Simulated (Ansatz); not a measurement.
For Pd3AlN (model structure, started from the Ni3MgC type, Pm-3m, No. 221, 5 atoms in the cell), PBE (Ansatz, a program for electronic structure, plane waves, PAW) gives:

```
Item                        Value
-------------------  ------------
lattice parameter a       4.131 Å
bulk modulus              169 GPa
cohesive energy      3.94 eV/atom
```

What does r²SCAN in Ansatz (PAW) give for the same quantities?


- lattice constant a: 4.104 Å (shrinks by 0.7 %)
- bulk modulus: 184 GPa (grows by 8.9 %)
- cohesive energy: 4.13 eV/atom (grows by 0.19 eV/atom)

Changes are worked out from the printed values.

Unless a cell is named, each level is at its own relaxed cell (PBE 14.10, r²SCAN 13.83 Å³/atom).

Caveats: the bulk modulus is −V dP/dV from two relaxed cells at ±2 % in volume (PBE, r²SCAN). Ansatz's density-functional and Hartree–Fock values are scalar-relativistic unless marked +SOC, with PAW data made under PBE.

A model structure was made by putting elements into a prototype or built by hand; it is no filed structure, need not be a known phase, and can be a saddle point held by its symmetry.
